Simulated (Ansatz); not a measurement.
Data:

```xyz
2
Lattice="3.9191 0.0000 0.0000 0.0000 3.9191 0.0000 1.9595 -1.9595 2.6727" Properties=species:S:1:pos:R:3 pbc="T T T"
Si     0.0000     0.0000     0.0000
Si     3.9191     1.9595     1.3364
```

No spin polarisation.

Level of theory: PBEsol in Ansatz (plane waves to 420 eV, PAW, no spin-orbit coupling). k-mesh 11×11×11 (Γ-centred); smearing 0.05 eV (Fermi–Dirac).

Problem. Predict the hole mass, gap character, pressure and band gap.

Solution. The hole mass is 0.16 mₑ out of plane, 0.24 mₑ in plane (at Γ) and the gap character is indirect, Γ → Γ–M (87 % along). The pressure (mean of the normal stresses, compression positive) is -2.12 GPa. The band gap is 0.14 eV.

The cells carry an imposed strain or load. Masses are band curvatures over ±0.01 Å⁻¹ around the edge. Stability against distortions was not tested. The cell was made from Si in the diamond structure (space group Fd-3m, No. 227) by this change: biaxial strain +2.00 %, plane normal [001], relaxed out of plane. The zero or small gap of Si under biaxial strain +2.00 %, plane normal [001], relaxed out of plane can change with the level of theory.

Ansatz is a quantum-chemistry and plane-wave program.
